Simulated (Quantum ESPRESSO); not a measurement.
Quantum ESPRESSO is run on ZrTi2Ga4 (I4/mmm, 7 atoms in the cell), and the run fails. The aim is a self-consistent single point with DFT, PBEsol, plane waves, GBRV 1.5 ultrasoft (PBESOL) pseudopotentials.

Cell that was meant: a = 5.3428 Å, b = 5.3428 Å, c = 5.3428 Å, α = 118.92°, β = 75.04°, γ = 75.04°.

Part of the input:

```fortran
   smearing = 'marzari-vanderbilt'
   degauss = 0.0073499
/
ATOMIC_SPECIES
Zr    91.2240  zr_pbesol_v1.uspp.F.UPF
Ti    47.8670  ti_pbesol_v1.4.uspp.F.UPF
Ga    69.7230  ga_pbesol_v1.4.uspp.F.UPF
```

Output (repeated stretches shortened):

```
     This program is part of the open-source Quantum ESPRESSO suite
     for quantum simulation of materials; please cite

 %%%%%%%%%%%%%%%%%%%%%%%%%%%%%%%%%%%%%%%%%%%%%%%%%%%%%%%%%%%%%%%%%%%%%%%%%%%%%%
     Error in routine  read_namelists (1):
      bad line in namelist &electrons: "4 4 4  1 1 1" (error could be in the previous line)
 %%%%%%%%%%%%%%%%%%%%%%%%%%%%%%%%%%%%%%%%%%%%%%%%%%%%%%%%%%%%%%%%%%%%%%%%%%%%%%

     stopping ...
```

**Question.** From the messages shown, name the fault and mend the input.

**Answer.** The fault is a required namelist left out. The program reads the namelists in a fixed order, even empty ones. To fix it, add the namelist. The program stopped before any SCF iteration.

The sound input it was made from differs as follows (other fixes are possible):
```diff
+&electrons
+   conv_thr = 1.0e-11
+   mixing_beta = 0.3
+/
```

With that input, the run converged in 21 iterations: free energy E − TS -27180.0713 eV; Fermi level (on the code's own zero) 14.26 eV; pressure -1.79 GPa; largest force (vector length) 0.092 eV/Å (DFT, PBEsol, plane waves, GBRV 1.5 ultrasoft (PBESOL) pseudopotentials).

On the sound input: the starting cell comes from a database of computed structures (which also holds hypothetical and non-ambient phases and stackings), without a prior relaxation at this level. Its lattice was rescaled by a random factor within 2.5 % of one. Spin polarisation is off.
